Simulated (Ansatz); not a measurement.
## A computed series for InSe: pressure series

The reference is InSe in the beta-GaS type structure (space group P6_3/mmc, No. 194; a = 4.032 Å, c = 16.764 Å; layered, stacked along the Cartesian z axis).

Cell and atoms are relaxed at each pressure.

The values are results of PBE-D3(BJ)/PAW in Ansatz (an electronic-structure program), no SOC, not measurements.

Candidates:
(a) pressure 7.5 GPa
(b) pressure 0.3 GPa
(c) pressure 0.7 GPa

Base values:

| Property | Result |
|---|---|
| Band gap | 0.37 eV |

Order them by band gap, lowest first.

(b) pressure 0.3 GPa (0.38 eV), (c) pressure 0.7 GPa (0.41 eV), (a) pressure 7.5 GPa (0.84 eV)

Load acts through the strain it causes; cell and atoms are relaxed under it. Stability against distortions was not tested. No other phases were tried under pressure.
